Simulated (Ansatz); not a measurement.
How far PBE and PBEsol part for hypothetical I4/mmm MgB2, biaxial strain +0.17 %, plane normal [001], relaxed out of plane

Start from MgB₂ (space group I4/mmm, No. 139; a = 2.683 Å, c = 8.395 Å; a hypothetical phase, not in the database extracts checked; relaxed with 0.1 eV smearing). Axes: x, y, z lie along a, b, c of the conventional cell.

(Cell as relaxed with PBE.)

Levels (all Ansatz, a quantum-chemistry and plane-wave program, PAW): PBE (420 eV, no SOC); PBEsol (420 eV, scalar-relativistic without spin-orbit coupling).

Each level relaxes its own structure.

```
base                      PBE   PBEsol
-------------------  --------  -------
volume per atom      10.07 Å³  9.88 Å³
lattice parameter a   2.683 Å  2.664 Å
band gap                 zero     zero
```

It is then changed as follows: tensile biaxial strain of 0.17 % in the plane normal to [001], as in epitaxy on a mismatched substrate; the out-of-plane cell vector and the atoms relax.

| quantity | PBE | PBEsol |
|---|---|---|
| mean in-plane stress (compression positive) | -0.4 GPa | (withheld) |
| shortest interatomic distance | 1.978 Å | (withheld) |
| out-of-plane strain | -0.07 % | (withheld) |
| energy relative to the base (free energy F) | 0.0 meV/atom | (withheld) |

Task: Predict the PBEsol column.

Result: 
- mean in-plane stress (compression positive), PBEsol: -0.5 GPa
- shortest interatomic distance, PBEsol: 1.967 Å
- out-of-plane strain, PBEsol: -0.07 %
- energy relative to the base (free energy F), PBEsol: 0.0 meV/atom

PBE's shortest interatomic distance lies 0.011 Å above PBEsol's (0.6 %); the two agree on the out-of-plane strain and energy relative to the base. Neither level is exact; PBEsol is the comparison here, not a measurement.

Stability against distortions was not tested. The final runs are not spin-polarised.
